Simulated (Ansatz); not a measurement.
The starting structures come from a database of crystals and need not be the phases stable at ambient conditions.

The decay constant κ of evanescent states in the gap governs leakage through a thin film.

Given:

```
CELL_PARAMETERS angstrom
      3.77299     0.00000     0.00000
      0.00000     6.82667     0.00000
      0.00000     0.00000     3.77299
ATOMIC_POSITIONS crystal
  Y  0.50000 0.77277 0.00000
  Y  0.00000 0.22723 0.50000
  S  0.50000 0.35443 0.00000
  S  0.00000 0.64557 0.50000
  F  0.00000 0.00000 0.00000
  F  0.50000 0.00000 0.50000
```

Space group of this cell: P4/nmm. The cell is taken as given.

Transport runs along the normal of the first two printed cell vectors, the (100) plane of the conventional cell.

The gap is the functional's own. No spin-orbit coupling. Mid-gap values are interpolated on the energy grid.

**Question.** Estimate the band gap and the smallest decay constant κ at mid-gap that r2SCAN (Ansatz, a quantum-chemistry and plane-wave program) returns for this system.

**Answer.** Gap 1.76 eV on a 8×6×8 mesh; κ = 0.211 1/Å, at (0.000, 0.333) of the in-plane reciprocal vectors. At the zone centre, at the nearest computed energy, the slowest state has κ = 0.22 1/Å.
